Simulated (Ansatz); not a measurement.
For hexagonal WC, rVV10 in Ansatz (PAW) gives:

| Quantity | Value |
|---|---|
| lattice constant a | 2.941 Å |
| lattice parameter c | 2.866 Å |

Q: What does r²SCAN in Ansatz (PAW) give for the same quantities?

A: 
- lattice constant a: 2.913 Å (falls by 1.0 %)
- lattice parameter c: 2.836 Å (decreases by 1.0 %)

For comparison: lattice constant a 2.906 Å (measured, 300 K, not corrected to a static lattice; as tabulated in Wikipedia's data pages); lattice parameter c 2.837 Å (measured, 300 K, not corrected to a static lattice; as tabulated in Wikipedia's data pages).

Changes are worked out from the printed values.

Unless a cell is named, each level is at its own relaxed cell (rVV10 10.74, r²SCAN 10.42 Å³/atom).

Levels without +SOC leave out spin–orbit coupling, which shifts energies and cells of such heavy elements.

Ansatz's density-functional and Hartree–Fock values are scalar-relativistic unless marked +SOC, with PAW data made under PBE.

Ansatz is a quantum-chemistry and plane-wave program.
